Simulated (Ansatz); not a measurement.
# SnSe (model structure, started from the wurtzite type, P6₃mc, No. 186, 4 atoms in the cell): properties by level of theory

```json
[
 {"level (code)": "PBE (Ansatz)", "lattice constant a (Å)": "5.110", "lattice parameter c (Å)": "6.164", "enthalpy of formation (eV/atom)": "-0.357"},
 {"level (code)": "PBEsol (Ansatz)", "lattice constant a (Å)": "5.022", "lattice parameter c (Å)": "5.992", "enthalpy of formation (eV/atom)": "-0.281"},
 {"level (code)": "PBE-D3(BJ) (Ansatz)", "lattice constant a (Å)": "5.051", "lattice parameter c (Å)": "6.074", "enthalpy of formation (eV/atom)": "-0.275"}
]
```

Caveats: a distance lies near a switch of the dispersion term, which can move the cell (PBE-D3(BJ)). Ansatz's density-functional and Hartree–Fock values are scalar-relativistic unless marked +SOC, with PAW data made under PBE.

A model structure was made by putting elements into a prototype or built by hand; it is no filed structure, need not be a known phase, and can be a saddle point held by its symmetry.

Ansatz is a quantum-chemistry and plane-wave program.
